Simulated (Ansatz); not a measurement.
Short convergence ladders for HfAu (P4mm, 4 atoms in the cell)

```yaml
crystal:
  lattice:
    - [3.46644, 0.00000, 0.00000]
    - [0.00000, 3.46644, 0.00000]
    - [0.00000, 0.00000, 6.28892]
  atoms:
    - { symbol: Hf, position: [0.00000, 0.50000, 0.85953] }
    - { symbol: Hf, position: [0.50000, 0.00000, 0.14842] }
    - { symbol: Au, position: [0.00000, 0.50000, 0.37143] }
    - { symbol: Au, position: [0.50000, 0.00000, 0.62857] }
```

Base method: LDA (PW92), default PAW files made with PBE (plane waves; Ansatz, an electronic-structure program).

Base settings: basis.ecutwfc = 420 eV; kpoints.mp_grid.grid = 10 10 5; hamiltonian.xc = lda; hamiltonian.pseudopotentials = {kind: paw} (the program's default PAW files); scf.occupations.method = fermi_dirac; scf.occupations.width = 0.1 eV.

The count of work is k-points × plane waves × bands × iterations; it is no time. Core times come from one kind of shared machine, to one figure; runs under 30 s give none.

**The k-point mesh at a smearing width of 0.3 eV**

In this ladder: scf.occupations.width = 0.3 eV.

Only quantities that move along the ladder and can be compared are tabulated.

```tsv
kpoints.mp_grid.grid	free energy less the last step's (meV/atom)	pressure (GPa)	largest difference of a force vector from the last step's (eV/Å)	count of work / last	core time / last (rough)
4 4 2	-5.85	-4.71	0.012	0.019	–
4 4 3	-2.90	-4.62	0.045	0.019	–
5 5 3	0.61	-4.46	0.012	0.022	–
6 6 4	0.66	-4.41	0.012	0.055	–
7 7 4	0.07	-4.44	0.002	0.055	–
10 10 6	0.02	-4.43	0.001	0.15	0.2
15 15 9	0.00	-4.43	0.000	0.33	0.3
22 22 13	0.00	-4.43	0.000	1.0	1
```

Coarsest kpoints.mp_grid.grid that holds the free energy within 5 meV/atom of the last step, with all finer ones: 4 4 3, at 0.019 of the last step's count of work; the step before is off by 5.8 meV/atom.

Coarsest kpoints.mp_grid.grid that holds the forces within 0.02 eV/Å of the last step, with all finer ones: 5 5 3, at 0.022 of the last step's count of work; the step before is off by 0.045 eV/Å.

Coarsest kpoints.mp_grid.grid that holds the pressure within 0.1 GPa of the last step, with all finer ones: 5 5 3, at 0.022 of the last step's count of work; the step before is off by 0.19 GPa.

**The width of Methfessel-Paxton smearing**

In this ladder: kpoints.mp_grid.grid = 16 16 8; scf.occupations.method = methfessel_paxton.

Narrow widths need finer meshes than wide ones, so the last steps can hold mesh noise.

Only quantities that move along the ladder and can be compared are tabulated; pressure and forces are left out, as mesh noise rules them at narrow widths.

```tsv
scf.occupations.width	free energy less the last step's (meV/atom)	core time / last (rough)
1 eV	12.89	0.9
0.5 eV	0.48	1
0.3 eV	0.03	1.0
0.2 eV	0.14	1
0.1 eV	0.07	1.0
0.05 eV	0.00	1
```

Widest scf.occupations.width that holds the free energy within 2 meV/atom of the last step, with all finer ones: 0.5 eV; the step before is off by 13 meV/atom.

On the base run: the starting cell comes from a database of computed structures (which also holds hypothetical and non-ambient phases and stackings), without a prior relaxation at this level. Its lattice was rescaled by up to half a per cent. One atom was moved a little off its site on purpose. In the base run, with a pressure of about -5 GPa the cell is away from its equilibrium volume at this level. Ansatz's pressure includes its estimate of the finite-basis (Pulay) stress.

Left out of this page: 2 runs of the series outside the window shown, repeating another row's setting, or not comparable.

Keys are those of Ansatz 0.2.
